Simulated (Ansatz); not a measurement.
System: Ta2O5 (model structure, C2/c, No. 15, 14 atoms in the cell). Method: r²SCAN in Ansatz (plane waves, PAW).

Numerical settings: plane-wave cutoff 560 eV, 8×8×6 k mesh (along the axes of the cell as run), Fermi–Dirac smearing 0.01 eV, scalar-relativistic PAW data made under PBE.

Cell (relaxed at this level):

Ta$_{2}$O$_{5}$ is taken in the monoclinic space group C2/c (No. 15), Pearson symbol mS28. Cell: a = 12.820 Å, b = 4.867 Å, c = 5.534 Å, α = γ = 90.00°, β = 103.82°. Ta on 8f has 4 O at 1.837–1.990 Å and 2 O at 2.126–2.154 Å (octahedral). O1 on 8f is coordinated by 1 Ta at 1.837 Å and 1 Ta at 1.990 Å (bent). O2 on 8f is surrounded by 1 Ta at 1.988 Å and 2 Ta at 2.126–2.154 Å (trigonal planar). O3 on 4e has 2 Ta at 1.911 Å (bent). (Neighbours: up to the widest gap in distance over summed covalent radii, below 1.35, at either atom; cation-cation and far metal-metal contacts left out.)
(The calculation used a cell of 14 atoms; values per cell refer to that cell.)

### Question
Estimate the band gap, smallest direct gap on the k points sampled and Γ–Γ gap that the calculation returns.

### Answer

- band gap = 3.68 eV
- smallest direct gap on the k points sampled = 3.86 eV
- Γ–Γ gap = 3.96 eV

Note: the relaxation could raise the start's symmetry but not lower it, so the cell can be a saddle point.

Spin–orbit coupling is not included.

The computed numbers hold no vibrational or temperature effects.

Computing time: very roughly 3 core-minutes.

A model structure was made by putting elements into a prototype or built by hand; it is no filed structure, need not be a known phase, and can be a saddle point held by its symmetry.

Ansatz is a first-principles code.
